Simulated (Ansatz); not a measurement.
# A computed series for MgSe: pressure series

Consider MgSe in the rock salt structure (space group Fm-3m, No. 225; a = 5.4496 Å).

Cell and atoms are relaxed at each pressure.

Computed with DFT with PBEsol, PAW potentials and a 420 eV plane-wave cutoff in Ansatz (a program for electronic structure), scalar-relativistic without spin-orbit coupling.

Candidates:
(a) pressure −1 GPa
(b) pressure 9 GPa
(c) pressure −2 GPa
(d) pressure 4.5 GPa

Base values:

The band gap is 1.78 eV.

### Question
Order them by band gap, highest first.

### Answer
(b) pressure 9 GPa (1.95 eV), (d) pressure 4.5 GPa (1.87 eV), (a) pressure −1 GPa (1.75 eV), (c) pressure −2 GPa (1.72 eV)

Load acts through the strain it causes; cell and atoms are relaxed under it. No phonon test of stability was made. Competing high-pressure phases were not computed.
